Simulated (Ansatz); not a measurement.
Start from GaN in the CsCl type structure (space group Pm-3m, No. 221; a = 2.7425 Å; a hypothetical phase, not in the database extracts checked).

(Cell as relaxed with PBE.)

Levels (all Ansatz, a quantum-chemistry and plane-wave program, PAW): PBE (420 eV, without spin-orbit coupling); PBEsol (420 eV, no SOC).

Each level relaxes its own structure.

| quantity | PBE | PBEsol |
|---|---|---|
| volume per atom | 10.31 Å³ | [?] |
| lattice parameter a | 2.742 Å | [?] |
| band gap | zero | [?] |

Problem. Predict the PBEsol column.

Solution. 
- volume per atom, PBEsol: 9.88 Å³
- lattice parameter a, PBEsol: 2.703 Å
- band gap, PBEsol: zero

PBE's volume per atom lies 0.438 Å³ above PBEsol's (4.4 %); PBE's lattice parameter a lies 0.039 Å above PBEsol's (1.5 %); the two agree on the band gap. Neither level is exact; PBEsol is the comparison here, not a measurement.

Stability against distortions was not tested. The final runs are not spin-polarised.
